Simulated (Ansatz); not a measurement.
Checking a run of Ansatz (a first-principles code) on Tc (P6_3/mmc, 4 atoms in the cell). The aim is a self-consistent single point with DFT, PBE, plane waves, PAW files.

Cell that was meant: a = 2.7005 Å, b = 2.7005 Å, c = 8.6452 Å, α = 90.00°, β = 90.00°, γ = 120.00°.

Part of the input:

Ansatz 0.2 input:
```yaml
    - { symbol: Tc, position_ang: [0.00000000, 0.00000000, 4.32257550] }
    - { symbol: Tc, position_ang: [-0.00000168, 1.55911278, 2.16128775] }
    - { symbol: Tc, position_ang: [1.35023168, 0.77955522, 6.48386325] }
basis:
  ecutwfc: 175.0
kpoints:
  mp_grid: { grid: [9, 9, 3] }
hamiltonian:
```

The program printed (abridged):

```
   [... lines left out ...]
Bands: 36, of which v1, the nominal top of the filled ones, is band 30 counted from 1 (29 counted from 0)
Symmetry: 24 space group operations
Space group: P63/mmc (ITA 194), of the structure as read, at distance tolerance 3.8e-5 Å
k-points: 24 of 243
Initial density: superposition of atomic densities (chi_scale 0.1, normalization cell)
Initial wavefunctions: pseudopotential atomic-orbital guess
Eigensolver: davidson
Functional: x = pbe(κ = 0.804, μ = 0.2195149727645171), c = pbe(β = 0.06672455060314922)
SCF iter   1: F=—  HF=-21460.176917 eV  |F-HF|=—  |Δ(HF+E_count)|=         —  Δρ=4.02e-1  dr2=6.04e1  ethr=3.10e-3  ⟨swp⟩=4.8  Hψ=3273  notcnv=0
all-band conjugate gradients solve this SCF's bands
preconditioner: auto → Kerker (q_TF=auto, 2.772 Å⁻¹)
SCF iter   2: F=—  HF=-21436.748745 eV  |F-HF|=—  |Δ(HF+E_count)|=    2.34e1  S|Δr|=    0.00e0  Δρ=2.30e-1  dr2=1.97e1  ethr=3.10e-3  ⟨swp⟩=2.1  Hψ=1899  notcnv=0  defer=24
   [... lines left out ...]
SCF iter   7: F=-21425.294203 eV  HF=-21425.294203 eV  |F-HF|=2.56e-8  |Δ(HF+E_count)|=   3.21e-7  S|Δr|=    0.00e0  Δρ=8.58e-6  dr2=3.90e-8  ethr=1.67e-10  ⟨swp⟩=6.2  Hψ=3833  notcnv=0
the search or the solves at the SCF's close seem to have found levels that the self-consistency loop had missed (the run counts 1) …
SCF 1 converged in 7 iterations: F = -21425.294203 eV  dr2 = 3.90e-8
Stability not checked (fill_not_monotonic)
Free energy (F): -21425.294203 eV
Internal energy: -21425.295998 eV  (E = F + TS)
E sigma→0 (E₀):  -21425.294652 eV
Entropy (-TS):   0.001794 eV (0.449 meV/atom)
Fermi energy:    24.941884 eV
--- Forces (eV/Å), atoms counted from 1 ---
  atom   1  Tc     0.00000000    -0.00000000    -0.00000000
   [... zero for the other atoms too ...]
--- Stress (GPa, compression-positive) ---
     -119.621923      -0.000000       0.000000
        0.000000    -119.621923       0.000000
        0.000000       0.000000    -136.166936
  P = ⅓ Tr σ = -125.1369 GPa (-1251.369 kbar)
  The stress holds the Pulay correction. Without it, at fixed plane waves, as pw.x and ABINIT print it: P = -1303.1002 GPa
```

Question: Is anything amiss in this input, and did it matter?

Answer: The run is not sound. The fault is a basis or grid far too coarse for these potentials. The error of an incomplete plane-wave basis or grid does not cancel at such settings. To fix it, restore the cutoff that the potentials need and check convergence. The run converged in 7 iterations without an error; against the sound input the free energy rises by 41.7 eV/atom and the pressure goes from 19.04 to -125.1 GPa. At a fixed set of plane waves, without the program's Pulay estimate, the pressure is -1303.10 GPa against 19.04 GPa.

An input that runs soundly differs in these lines (not the only fix; some lines may just follow from the change or write a value another way):
```diff
-basis:
-  ecutwfc: 175.0
```

With that input, the run converged in 7 iterations: free energy E − TS (on the zero of these files) -21591.9472 eV; Fermi level (on the code's own zero) 23.81 eV; pressure 19.04 GPa (DFT, PBE, plane waves, PAW files).

On the sound input: the starting cell comes from a database of computed structures (which also holds hypothetical and non-ambient phases and stackings), without a prior relaxation at this level. Its lattice was rescaled by a random factor within 2.5 % of one. Spin polarisation is off. With a pressure of about 19 GPa the cell is away from its equilibrium volume at this level. Ansatz's pressure includes its estimate of the finite-basis (Pulay) stress.
